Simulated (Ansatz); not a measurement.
```yaml
crystal:
  lattice:
    - [3.67409, 0.00000, 0.00000]
    - [0.00000, 3.67409, 0.00000]
    - [1.83704, -1.83704, 2.77331]
  atoms:
    - { symbol: Zn, position: [0.00000, 0.00000, 0.00000] }
    - { symbol: S, position: [0.75000, 0.75000, 0.50000] }
```

No spin polarisation.

All numbers come from Kohn–Sham DFT with the PBEsol functional, run in Ansatz (an electronic-structure program) with PAW and 420 eV plane waves, no spin-orbit coupling. Settings: 11×11×11 k-points, 0.05 eV Fermi–Dirac smearing.

Task: Predict the gap character and pressure.

Result: 
- Gap character: direct at Γ
- Pressure (mean of the normal stresses, compression positive): 2.05 GPa

The cells carry an imposed strain or load. Whether these cells are dynamically stable was not tested. The cell was made from ZnS in the zinc blende structure (space group F-43m, No. 216) by this change: biaxial strain −3.00 %, plane normal [001], relaxed out of plane.
